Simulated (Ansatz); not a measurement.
# CdSe: isotropic strain −3.00 %

The parent structure is CdSe in the zinc blende structure (space group F-43m, No. 216; a = 6.0816 Å).

Perturbation: every lattice vector is shortened by 3.00 %; the atoms relax in the strained cell.

All numbers come from Ansatz (a program for electronic structure) PBEsol, scalar-relativistic without spin-orbit coupling. Settings: 9×9×9 k-points, 0.05 eV Fermi–Dirac smearing.

| quantity | base | changed | shift |
|---|---|---|---|
| volume per atom | 28.12 Å³ | 25.66 Å³ | -2.46 Å³ |
| space group | F-43m (No. 216) | F-43m (No. 216) | – |
| shortest interatomic distance | 2.633 Å | 2.554 Å | -0.079 Å |
| energy relative to the base (free energy F) | 0 meV/atom | +42 meV/atom | +42 meV/atom |
| band gap | 0.48 eV | 0.66 eV | +0.174 eV |
| gap character | direct at Γ | direct at Γ | – |
| mean gap deformation potential ΔEg/Δln V | – | -1.9 eV | – |
| width of the top valence band | 2.25 eV | 2.62 eV | +0.37 eV |
| electron mass | 0.049 mₑ (at Γ) | 0.061 mₑ (at Γ) | – |
| hole mass (degenerate bands, along [100]) | 0.050, 0.66, 0.66 mₑ (at Γ) | 0.063, 0.58, 0.58 mₑ (at Γ) | – |

Effective masses come from finite differences of ±0.01 Å⁻¹. No phonon test of stability was made.
